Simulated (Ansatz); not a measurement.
Consider Al in the fcc (Cu type) structure (space group Fm-3m, No. 225; a = 4.0143 Å). Axes: x, y, z lie along the cube axes.

It is then changed as follows: tensile biaxial strain of 2.80 % in the plane normal to [001], as in epitaxy on a mismatched substrate; the out-of-plane cell vector and the atoms relax.

Levels (all Ansatz, a quantum-chemistry and plane-wave program, PAW): PBEsol (420 eV, scalar-relativistic without spin-orbit coupling); r2SCAN (500 eV, no spin-orbit coupling).

The geometry is relaxed with PBEsol.

| Item | Value |
|---|---|
| PBEsol pressure | -1.9 GPa |

**Question.** How does going to r2SCAN change the pressure?

**Answer.** The pressure drops by 1.5 GPa to -3.4 GPa.

Single points use the geometry relaxed with PBEsol. Their cutoffs differ, which shifts pressures a little. Without a gap, meshes like the base's 20×20×20 leave anisotropic stresses uncertain by several tenths of a GPa, and small strain energies with them. No phonon test of stability was made.
